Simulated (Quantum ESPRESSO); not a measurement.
Worked example: relaxation of the atoms of ZnNi (P4mm, 2 atoms in the cell) in Quantum ESPRESSO.

Computed with LDA (PZ), PSlibrary PAW (LDA) pseudopotentials (plane waves; Quantum ESPRESSO).

Input as run:

```fortran
&control
 calculation = 'relax',
 prefix = 'ZnNi',
 outdir = './out',
 pseudo_dir = './',
 forc_conv_thr = 1.9e-04,
/
&system
 ibrav = 0,
 nat = 2,
 ntyp = 2,
 ecutwfc = 50,
 ecutrho = 300,
 occupations = 'smearing',
 smearing = 'fermi-dirac',
 degauss = 0.0073499,
/
&electrons
 conv_thr = 1.0d-9,
 mixing_beta = 0.5,
/
&ions
/
ATOMIC_SPECIES
Zn    65.3800  Zn.pz-dn-kjpaw_psl.1.0.0.UPF
Ni    58.6934  Ni.pz-n-kjpaw_psl.1.0.0.UPF
ATOMIC_POSITIONS crystal
Zn    0.5000000000    0.5000000000    0.5469060000
Ni    0.0000000000    0.0000000000    0.0000000000
K_POINTS automatic
8 8 7  0 0 0
CELL_PARAMETERS angstrom
   2.7100630000     0.0000000000     0.0000000000
   0.0000000000     2.7100630000     0.0000000000
   0.0000000000     0.0000000000     3.1978600000
```

Log, with long lists cut:

```
     Self-consistent Calculation

     iteration #  1     ecut=    50.00 Ry     beta= 0.50

     total energy              =    -419.01865436 Ry
     estimated scf accuracy    <       0.33919317 Ry

     iteration #  2     ecut=    50.00 Ry     beta= 0.50

     total energy              =    -418.95914052 Ry
     estimated scf accuracy    <       2.52615676 Ry

     iteration #  3     ecut=    50.00 Ry     beta= 0.50

     total energy              =    -419.22079170 Ry
     estimated scf accuracy    <       0.00498879 Ry

   [... 5 blocks of this kind left out ...]

     iteration #  9     ecut=    50.00 Ry     beta= 0.50

     total energy              =    -419.22364098 Ry
     estimated scf accuracy    <       0.00000005 Ry

     iteration # 10     ecut=    50.00 Ry     beta= 0.50
     End of self-consistent calculation

     the Fermi energy is    13.0837 ev

!    total energy              =    -419.22364099 Ry
     estimated scf accuracy    <          1.7E-10 Ry
     smearing contrib. (-TS)   =      -0.00206766 Ry
     internal energy E=F+TS    =    -419.22157334 Ry

     convergence has been achieved in  10 iterations

     Forces acting on atoms (cartesian axes, Ry/au):

     atom    1 type  1   force =     0.00000000    0.00000000   -0.03970795
     atom    2 type  2   force =     0.00000000    0.00000000    0.03970795

     Total force =     0.056156     Total SCF correction =     0.000015

     BFGS Geometry Optimization
     Energy error            =      3.2E-03 Ry
     Gradient error          =      4.0E-02 Ry/Bohr

     number of scf cycles    =   1
     number of bfgs steps    =   0

   [... lines left out ...]
     the Fermi energy is    13.0841 ev
!    total energy              =    -419.22925283 Ry
     Total force =     0.000022     Total SCF correction =     0.000006
     bfgs converged in   5 scf cycles and   4 bfgs steps
   [... lines left out ...]
     (criteria: energy <  1.0E-04 Ry, force <  1.9E-04 Ry/Bohr)

     End of BFGS Geometry Optimization

     Final energy             =    -419.2292528270 Ry

     File ./out/ZnNi.bfgs deleted, as requested
Begin final coordinates

ATOMIC_POSITIONS (crystal)
Zn               0.5000000000        0.5000000000        0.5234595466
Ni               0.0000000000        0.0000000000        0.0234464534
End final coordinates

   JOB DONE.
```

The run converged.  The full log also holds: “SCF correction compared to forces is large: reduce conv_thr to get better values”.

Summary of the result:
- Free energy E − TS = -5703.9046 eV
- Fermi level (on the code's own zero) = 13.08 eV
- Relaxation steps = 4

The starting cell comes from a database of computed structures (which also holds hypothetical and non-ambient phases and stackings), without a prior relaxation at this level. Its lattice was rescaled by up to half a per cent. For this run, on top of that: one atom moved by 0.15 angstrom. Spin polarisation is off. The relaxation keeps the symmetry of its start, so its end need not be a minimum.

Cost on one core of a shared machine: roughly 50 s.
